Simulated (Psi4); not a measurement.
Psi4 1.11, PBE/def2-svp: [CH3][Ge]([CH3])([CH3])[O][SiH3], 18 atoms. The geometry is a generated start, not checked to be a minimum at this level.

* **task**: energy
* **method**: pbe
* **basis**: def2-svp
* **memory**: 3 GB
* **maxiter**: 100
* **keys of the molecule block**: symmetry c1
* **scf_type**: df (default)
* **guess**: auto, which took SAD (default)
* **scf_initial_accelerator**: adiis (default)
* **e_convergence**: 1e-06 (default)
* **d_convergence**: 1e-06 (default)
* **dft_radial_points**: 75 (default)
* **dft_spherical_points**: 302 (default)
* **basis functions**: 166
* **grid points**: 383229

```xyz
18

Si     2.7072     0.1850     0.5119
O      1.1078     0.1406     0.6845
Ge    -0.5164    -0.0242    -0.0030
C     -0.6863    -1.9240    -0.5721
C     -1.6961     0.4608     1.5218
C     -0.6067     1.2535    -1.5284
H      3.1706    -0.9954    -0.2282
H      3.0842     1.3980    -0.2229
H      3.2124     0.1993     1.8838
H     -1.7272    -2.1627    -0.7625
H     -0.3198    -2.5819     0.2090
H     -0.1192    -2.1055    -1.4783
H     -1.5666    -0.2419     2.3405
H     -2.7380     0.4543     1.2172
H     -1.4431     1.4528     1.8827
H      0.3556     1.3008    -2.0324
H     -0.8586     2.2514    -1.1779
H     -1.3598     0.9392    -2.2458
```

One run each on 2 threads. Values of diis_max_vecs tried: 3, 6, 10 (default), 20.

### Question
Which value of diis_max_vecs needs the fewest SCF iterations, and what happens away from it?

### Answer
Fewest SCF iterations, within one of each other: 6 with 10, 10 (default) with 10, 20 with 10. The count rises to 23 at 3. All converge to one solution.

```
diis_max_vecs  SCF iterations            end
-------------  --------------  -------------
3                          23  same solution
6                          10  same solution
10 (default)               10  same solution
20                         10  same solution
```
